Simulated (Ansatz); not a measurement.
Given:

End structure of a constructed model of the (110) surface of bcc Mo, a cell of two sites (a+b, b-a) layer of Li, one a cell, on the site that continues the host's stacking (bottom of the slab: a bare face, its two planes held):

```yaml
crystal:
  lattice:
    - [1.82490, 2.58080, 0.00000]
    - [-3.64980, 2.58080, 0.00000]
    - [0.00000, 0.00000, 30.00000]
  atoms:
    - { symbol: Mo, position: [0.50000, 0.00000, 0.27243] }
    - { symbol: Mo, position: [0.00000, 0.50000, 0.27243] }
    - { symbol: Mo, position: [0.00000, 0.00000, 0.34693] }
    - { symbol: Mo, position: [0.50000, 0.50000, 0.34693] }
    - { symbol: Mo, position: [0.50000, 0.00000, 0.42152] }
    - { symbol: Mo, position: [0.00000, 0.50000, 0.42141] }
    - { symbol: Mo, position: [0.00000, 0.00000, 0.49588] }
    - { symbol: Mo, position: [0.50000, 0.50000, 0.49607] }
    - { symbol: Mo, position: [0.50000, 0.00000, 0.57041] }
    - { symbol: Mo, position: [0.00000, 0.50000, 0.57070] }
    - { symbol: Mo, position: [0.00000, 0.00000, 0.64168] }
    - { symbol: Mo, position: [0.50000, 0.50000, 0.64456] }
    - { symbol: Li, position: [0.50000, 0.00000, 0.71792] }
```

Slab: 13 atoms, 13.7 Å thick at the start with caps and adatoms (thin: gaps and levels are the slab's own); k 12x9x1, smearing 0.1 eV, dipole-corrected; 4 atoms held, the rest relaxed; symmetry of the start imposed; no spin, no spin-orbit, no U. It is one candidate, not shown to be the stable structure of the face.

What work function of the top face does PBE (Ansatz, a program for electronic structure) give?

2.39 eV
